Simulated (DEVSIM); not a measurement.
Structure: abrupt Si p-n junction, at 300 K.

Layer 1 from the left is Si, thickness (μm) 0.250, Na (cm⁻³) 6.4e17, τn (s) 0.00051, τp (s) 0.00051. Layer 2 from the left is Si, thickness (μm) 6.40, Nd (cm⁻³) 1.5e17, τn (s) 0.00051, τp (s) 0.00051.

Left contact: ohmic. Right contact: ohmic. Voltage is applied to the left contact. Recombination: SRH at mid-gap, radiative. Mobility is μmin + (μ − μmin)/(1 + (N/Nref)^α).

The device is made up for the run: typed textbook-type constants, with dimensions and the other settings drawn at random. Values at 300 K.

Si: gap (eV) 1.124, affinity (eV) 4.05, permittivity 11.7, Nc (cm⁻³) 2.86e19, Nv (cm⁻³) 3.1e19, μn (cm²/Vs) 1417, μp (cm²/Vs) 470, μn,min 52, μp,min 45, Nref,n 9.7e16, Nref,p 2.2e17, αn 0.68, αp 0.72, B (cm³/s) 4.7e-15.

Model (solved in DEVSIM): 1D drift-diffusion, Boltzmann statistics, complete ionisation; no tunnelling, impact ionisation, image-force lowering or self-heating.

Dark forward current:

```
|V| (V)  |J| (A/cm²)
-------  -----------
0.05       7.717e-11
0.10       6.015e-10
0.15        4.199e-9
0.20        2.898e-8
0.25        1.998e-7
0.30        1.378e-6
0.35        9.508e-6
0.40        6.559e-5
0.45       0.0004524
0.50        0.003120
0.55         0.02151
0.60          0.1483
0.65           1.020
0.70           6.971
0.75           45.53
0.80           242.9
0.85           853.2
0.90            2060
```

**Question.** Work out the local ideality factor n = ΔV / (kT/q · ln(J2/J1)) between the rows 0.15 and 0.20 V, 0.85 and 0.90 V.

**Answer.** kT/q = 25.85 mV. From 0.15 to 0.20 V: ln(2.898e-8/4.199e-9) = 1.932, n = 1.00, near the 1 of diffusion or emission over a barrier. From 0.85 to 0.90 V: ln(2060/853.2) = 0.881, n = 2.19.

**Question.** Estimate the current at 0.45 V from the Shockley equation with J0 = Σ q ni² D/(N L) coth(W/L), τ joining the SRH, radiative and Auger lifetimes that are on, and W taken as the whole layer.

**Answer.** ni² = 1.16e20 cm⁻⁶; electrons in the p layer: μ = 348 cm²/Vs, D = 9.00 cm²/s, τ = 0.000201 s, L = 426 μm, W/L = 0.00059, term 1.04e-11 A/cm²; holes in the n layer: μ = 287 cm²/Vs, D = 7.41 cm²/s, τ = 0.000375 s, L = 527 μm, W/L = 0.012, term 1.43e-12 A/cm². J0 = 1.19e-11 A/cm², and J = J0 exp(qV/kT) = 0.000431 A/cm². The simulation gives 0.000452 A/cm²; the estimate lies 4.6 % below. The estimate leaves out recombination in the depletion region and that region's share of W.
